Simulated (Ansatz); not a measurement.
The starting structures come from a database of crystals and need not be the phases stable at ambient conditions.

By PBEsol, the system below comes out a metal.

Without scattering a metal conducts by its projected Fermi surface.

Input:

```xyz
4
Lattice="4.1469 0.0000 0.0000 0.0000 4.1469 0.0000 2.0735 -2.0735 2.9323" Properties=species:S:1:pos:R:3 pbc="T T T"
Ni     2.0735     2.0735     0.0000
Ni     4.1469     2.0735     1.4662
Ni     2.0735     0.0000     1.4662
Sn     0.0000     0.0000     0.0000
```

Space group of this cell: Fm-3m. The cell is taken as given; by PBEsol its mean pressure is -1.7 GPa.

The current flows along the normal of the first two printed cell vectors, the (001) plane of the conventional cell. No spin-orbit coupling; the value is a mean over 0.1 eV about the Fermi level.

Q: Compute, with PBEsol in Ansatz (a quantum-chemistry and plane-wave program), the ballistic conductance per area.

A: 1.1 × 10¹⁵ S/m² for both spins.
